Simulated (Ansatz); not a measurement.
Consider Al2Pt (space group Fm-3m, No. 225; a = 5.947 Å; relaxed with 0.1 eV smearing). Axes: x, y, z lie along the cube axes.

Method: PBE (Ansatz, a first-principles code, PAW, scalar-relativistic without spin-orbit coupling).

The change: every lattice vector is shortened by 2.50 %; the atoms relax in the strained cell.

Predict the stress tensor and what it implies for the stiffness.

Stress of the strained cell less that of the base (GPa, compression positive):
```
   11.6     0.0     0.0
    0.0    11.6     0.0
    0.0     0.0    11.6
```

Then B = −ΔP/(ΔV/V₀) with ΔV/V₀ = -0.0731 gives secant stiffness values (nonlinear terms included at this strain): B ≈ 159 GPa.

As a check, the harmonic strain energy −½ V₀ Δσ:ε is 48 meV/atom; the computed energy rise is 43 meV/atom.

Stability against distortions was not tested. The final runs are not spin-polarised.
